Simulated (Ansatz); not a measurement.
Consider Mg2Si (space group Fm-3m, No. 225; a = 6.3261 Å). Axes: x, y, z lie along the cube axes.

Method: PBEsol (Ansatz, a first-principles code, PAW, no spin-orbit coupling).

A first run, uniaxial strain ε_zz = +0.60 %, gives secant values C11 ≈ 120 GPa and C12 ≈ 24 GPa from its stress. A second run applies isotropic strain −0.66 %.

What does linear elasticity predict for the bulk modulus −ΔP/(ΔV/V₀) in the second run, and what does the run give?

Linear elasticity: (C11 + 2 C12)/3 = 56 GPa. The run gives 59 GPa; any difference comes from nonlinear terms at these strains and numerical noise.

Stability against distortions was not tested.
